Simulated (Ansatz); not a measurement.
Start from BAs in the zinc blende structure (space group F-43m, No. 216; a = 4.7679 Å).

One thing is altered: every B is replaced by Ga; the structure is relaxed again.

Levels (all Ansatz, a first-principles code, PAW): PBEsol (420 eV, no spin-orbit coupling); PBEsol+SOC (420 eV, noncollinear with spin-orbit coupling).

The geometry is relaxed with PBEsol.

| Property | Result |
|---|---|
| PBEsol lowest conduction level above the VBM at special points | Γ 0.42 eV; L 0.92 eV; X 1.36 eV; U 1.88 eV |
| PBEsol valence-band top at Γ | 0.00, 0.00, 0.00 eV |
| PBEsol width of the top valence band | 3.36 eV |

**Question.** Predict the lowest conduction level above the VBM at special points, hole mass, valence-band top at Γ and width of the top valence band from PBEsol+SOC.

**Answer.** The lowest conduction level above the VBM at special points changes from Γ 0.42 eV; L 0.92 eV; X 1.36 eV; U 1.88 eV to Γ 0.31 eV; L 0.81 eV; X 1.25 eV; U 1.76 eV; the hole mass (degenerate bands, along [100]) amounts to 0.028, 0.32 mₑ (at Γ); the valence-band top at Γ (three highest Kramers pairs, from the VBM) changes from 0.00, 0.00, 0.00 eV to 0.00, 0.00, -0.34 eV; the width of the top valence band increases by 0.09 eV (3.36 eV → 3.45 eV). The threefold valence maximum splits by Δso ≈ 0.34 eV.

Single points use the geometry relaxed with PBEsol. The spin-orbit shifts are approximate. The levels and masses belong to the bands next to the band gap. Effective masses come from finite differences of ±0.01 Å⁻¹. Whether these cells are dynamically stable was not tested.
